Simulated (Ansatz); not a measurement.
# Response to strain in HfSi2

Take HfSi2 (space group Cmcm, No. 63; a = 3.650 Å, b = 14.350 Å, c = 3.635 Å) as the base. Axes: x, y, z lie along a, b, c of the conventional cell.

Strains are applied to the cell and any free atomic positions relax; under biaxial strain the out-of-plane vector relaxes too; under stress the whole cell relaxes.

Calculations: Ansatz (a first-principles code), PBEsol, PAW, cutoff 420 eV, no spin-orbit coupling.

Candidates:
(a) biaxial strain −4.98 %, plane normal [001], relaxed out of plane
(b) biaxial strain −4.33 %, plane normal [001], relaxed out of plane
(c) uniaxial strain ε_xx = +2.01 %
(d) uniaxial stress, 8 GPa compression along z

Notes on the quantities. energy relative to the base: free energy F.

### Question
Order them by energy relative to the base, highest first.

### Answer
(a) biaxial strain −4.98 %, plane normal [001], relaxed out of plane (+67 meV/atom), (b) biaxial strain −4.33 %, plane normal [001], relaxed out of plane (+50 meV/atom), (d) uniaxial stress, 8 GPa compression along z (+13 meV/atom), (c) uniaxial strain ε_xx = +2.01 % (+4.9 meV/atom)

Without a gap, meshes like the base's 13×13×13 leave anisotropic stresses uncertain by several tenths of a GPa, and small strain energies with them. Stability under load was not tested beyond the relaxation. All final runs are without spin polarisation.
